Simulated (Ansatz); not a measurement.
The starting structures come from a database of crystals and need not be the phases stable at ambient conditions.

 Where the default PAW files enter, the runs use the earlier of Ansatz's two default sets.

**Evanescent states of GeS2 (P4_2/nmc, not sure to be the ambient phase, 6 atoms a cell, 22.0 Å³ an atom) along the normal of (111)**

Level of theory: PBEsol (plane waves, PAW; Ansatz, an electronic-structure program).

No gap correction and no spin-orbit coupling; mid-gap values are interpolated between computed energies.

Energies count from the valence-band top; κ is the least over a 6×4 mesh across the current.

```json
[
 {"E (eV)": "0.03", "κ (1/Å)": "0.097", "where": "off Γ"},
 {"E (eV)": "0.09", "κ (1/Å)": "0.120", "where": "Γ"},
 {"E (eV)": "0.15", "κ (1/Å)": "0.126", "where": "Γ"},
 {"E (eV)": "0.21", "κ (1/Å)": "0.130", "where": "Γ"},
 {"E (eV)": "0.27", "κ (1/Å)": "0.132", "where": "Γ"},
 {"E (eV)": "0.33", "κ (1/Å)": "0.132", "where": "Γ"},
 {"E (eV)": "0.39", "κ (1/Å)": "0.131", "where": "Γ"},
 {"E (eV)": "0.45", "κ (1/Å)": "0.129", "where": "Γ"},
 {"E (eV)": "0.51", "κ (1/Å)": "0.125", "where": "Γ"},
 {"E (eV)": "0.57", "κ (1/Å)": "0.119", "where": "Γ"},
 {"E (eV)": "0.63", "κ (1/Å)": "0.112", "where": "Γ"},
 {"E (eV)": "0.69", "κ (1/Å)": "0.104", "where": "Γ"},
 {"E (eV)": "0.75", "κ (1/Å)": "0.093", "where": "Γ"},
 {"E (eV)": "0.81", "κ (1/Å)": "0.080", "where": "Γ"},
 {"E (eV)": "0.87", "κ (1/Å)": "0.061", "where": "Γ"},
 {"E (eV)": "0.93", "κ (1/Å)": "0.032", "where": "Γ"}
]
```

How thick must the barrier be to attenuate the transmission by 10^4 when the electrodes' Fermi level lies at 0.57 eV, and what attenuation does that film give at 0.93 eV?

d = 4 ln 10 / (2 × 0.119) = 38.7 Å. At 0.93 eV it gives 4 × 0.032/0.119 = 1.1 decades.
